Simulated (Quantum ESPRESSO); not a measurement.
Worked example: self-consistent single point of LaAsRh (I4_1md, 6 atoms in the cell) in Quantum ESPRESSO.

Method of the run: PBEsol, GBRV 1.5 ultrasoft (PBESOL) pseudopotentials (plane waves; Quantum ESPRESSO 7.5).

The change in words: lattice scaled by 0.98. Reference geometry:
```
LaAsRh
1.0
    2.08248    -2.08248     7.41290
    2.08248     2.08248     7.41290
   -2.08248    -2.08248     7.41290
La As Rh
2 2 2
Direct
  0.00000   0.16910   0.16910
  0.50000   0.41910   0.91910
  0.00000   0.75006   0.75006
  0.50000   0.00006   0.50006
  0.50000   0.83493   0.33493
  0.00000   0.58493   0.58493
```

Reference input (self-consistent single point, DFT, PBEsol, plane waves, GBRV 1.5 ultrasoft (PBESOL) pseudopotentials): ecutwfc = 40 Ry; ecutrho = 320 Ry; occupations = smearing; smearing = fermi-dirac; degauss = 0.0073499 Ry; potentials = {La: la_pbesol_v1.uspp.F.UPF, As: as_pbesol_v1.uspp.F.UPF, Rh: rh_pbesol_v1.4.uspp.F.UPF}; K_POINTS = automatic 5 5 5 0 0 0; conv_thr = 1e-10 Ry; mixing_beta = 0.4. This run's input differs from it in these lines:

```diff
@@ -10,4 +10,4 @@
   ibrav = 7,
-  celldm(1) = 7.87063372,
-  celldm(3) = 3.5596490723,
+  celldm(1) = 7.71321953,
+  celldm(3) = 3.5596497503,
   nat = 6,
@@ -29,8 +29,8 @@
 ATOMIC_POSITIONS alat
-La    0.00000000    0.00000000    0.60193666
-La   -0.50000000    0.00000000    1.49184893
-As    0.00000000    0.00000000    2.66995038
+La    0.00000000    0.00000000    0.60193677
+La   -0.50000000    0.00000000    1.49184921
+As    0.00000000    0.00000000    2.66995089
 As   -0.50000000    0.00000000    0.00021358
-Rh    0.00000000    0.50000000    1.19223326
-Rh    0.00000000    0.00000000    2.08214553
+Rh    0.00000000    0.50000000    1.19223349
+Rh    0.00000000    0.00000000    2.08214593
 K_POINTS automatic
```

Log, with long lists cut:

```
     Self-consistent Calculation

     iteration #  1     ecut=    40.00 Ry     beta= 0.40

     negative rho (up, down):  2.374E-01 0.000E+00

     total energy              =    -626.84705737 Ry
     estimated scf accuracy    <       0.82607078 Ry

     iteration #  2     ecut=    40.00 Ry     beta= 0.40

     negative rho (up, down):  2.361E-01 0.000E+00

     total energy              =    -627.03929422 Ry
     estimated scf accuracy    <       0.92883561 Ry

     iteration #  3     ecut=    40.00 Ry     beta= 0.40

     negative rho (up, down):  2.266E-01 0.000E+00

     total energy              =    -627.12075165 Ry
     estimated scf accuracy    <       0.04040887 Ry

   [... 11 blocks of this kind left out ...]

     iteration # 15     ecut=    40.00 Ry     beta= 0.40

     negative rho (up, down):  2.151E-01 0.000E+00

     total energy              =    -627.14957083 Ry
     estimated scf accuracy    <          1.1E-10 Ry

     iteration # 16     ecut=    40.00 Ry     beta= 0.40

     negative rho (up, down):  2.151E-01 0.000E+00
     End of self-consistent calculation

     the Fermi energy is    14.4436 ev

!    total energy              =    -627.14957083 Ry
     estimated scf accuracy    <          8.0E-12 Ry
     smearing contrib. (-TS)   =      -0.00848836 Ry
     internal energy E=F+TS    =    -627.14108247 Ry

     convergence has been achieved in  16 iterations

     negative rho (up, down):  2.151E-01 0.000E+00

     Forces acting on atoms (cartesian axes, Ry/au):

     atom    1 type  1   force =     0.00000000    0.00000000    0.00108194
     atom    2 type  1   force =     0.00000000    0.00000000    0.00108194
     atom    3 type  2   force =     0.00000000    0.00000000   -0.00300661
     atom    4 type  2   force =     0.00000000    0.00000000   -0.00300661
     atom    5 type  3   force =    -0.00000000    0.00000000    0.00192467
   [... lines left out ...]
     Total force =     0.005275     Total SCF correction =     0.000000
   [... lines left out ...]

     negative rho (up, down):  2.151E-01 0.000E+00
          total   stress  (Ry/bohr**3)                   (kbar)     P=       82.20
   0.00051642  -0.00000000  -0.00000000           75.97       -0.00       -0.00
  -0.00000000   0.00051642   0.00000000           -0.00       75.97        0.00
  -0.00000000   0.00000000   0.00064353           -0.00        0.00       94.67

   JOB DONE.
```

The run converged in 16 iterations. Against the reference run the free energy goes up by 33.8 meV/atom, the pressure goes from -0.15 to 8.22 GPa and the largest force goes from 0.066 to 0.077 eV/Å.

The starting cell comes from a database of computed structures (which also holds hypothetical and non-ambient phases and stackings), without a prior relaxation at this level. Its lattice was rescaled by a random factor within 2.5 % of one. For this run, on top of that: lattice scaled by 0.98. Spin polarisation is off. With a pressure of about 8 GPa the cell is away from its equilibrium volume at this level.

Cost on one core of a shared machine: roughly 5 min.
